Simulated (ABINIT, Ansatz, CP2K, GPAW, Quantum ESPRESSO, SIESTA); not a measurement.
One structure in several programs: Zr2Al (I4/mcm, 6 atoms in the cell)

Self-consistent single point.

```xyz
6
Lattice="-3.4032 3.4032 2.6727 3.4032 -3.4032 2.6727 3.4032 3.4032 -2.6727" Properties=species:S:1:pos:R:3 pbc="T T T"
Zr     1.0305     2.3727     0.0000
Zr     2.3727     1.0305     2.6727
Zr     4.4338     1.0305     0.0000
Zr    -1.0305     2.3727     2.6727
Al     0.0000     0.0000     1.3363
Al     0.0000     0.0000     4.0090
```

All programs got the same cell, k-point mesh and kind of occupations (in Ansatz's words: kpoints.mp_grid.grid = 5 5 5; scf.occupations.method = gaussian; scf.occupations.width = 0.1 eV); potentials, basis and cutoffs are each program's usual ones.

```tsv
code	model	pressure (GPa)	largest force (eV/Å)	k-points	cutoff
CP2K	PBEsol, GPW, DZVP-MOLOPT-SR-GTH basis, GTH-PBE potentials (GTH_POTENTIALS)	-0.81	0.022	63	grid 500 Ry
Ansatz	PBEsol, PAW files made with PBE	-1.25	0.000	18	default
ABINIT	PBEsol, norm-conserving pseudopotentials (PseudoDojo nc-sr-04 PBEsol standard)	-1.25	0.007	18	33 Ha
GPAW	PBEsol, GPAW PAW datasets PBEsol (made by gpaw-setup)	-1.51	0.003	18	550 eV
SIESTA	GGA PBEsol, numerical atomic orbitals DZP, PseudoDojo PBEsol standard norm-conserving potentials (rewritten from UPF to PSML)	-2.23	0.013	63	grid 400 Ry
Quantum ESPRESSO	PBEsol, PseudoDojo standard norm-conserving (PBESOL) pseudopotentials	-1.24	0.007	18	70 Ry
```

The spread over the programs that give each value: pressure within 1.42 GPa; largest force within 0.022 eV/Å.

The starting cell comes from a database of computed structures (which also holds hypothetical and non-ambient phases and stackings), without a prior relaxation at this level. Its lattice was rescaled by a random factor within 2.5 % of one.

Problem. Why do the programs differ, and what cannot be compared?

Solution. Differences of this kind can come from the potentials, where these differ, and from what each basis and cutoff leave unconverged. The zero of total energies and Fermi levels follows the potentials and each program's conventions, so they are not compared here. CP2K and SIESTA use small atom-centred bases, whose incompleteness enters pressures, forces and empty levels differently from a plane-wave cutoff. Ansatz's pressure is given at a fixed set of plane waves, as the other plane-wave codes print theirs. The programs reduce the same mesh by symmetry to different extents, which changes the work and not the result.

Left out of this page: Elk and FLEUR (not drawn, or without a comparable value).

Ansatz is a program for electronic structure.

Keys are those of Ansatz 0.2.
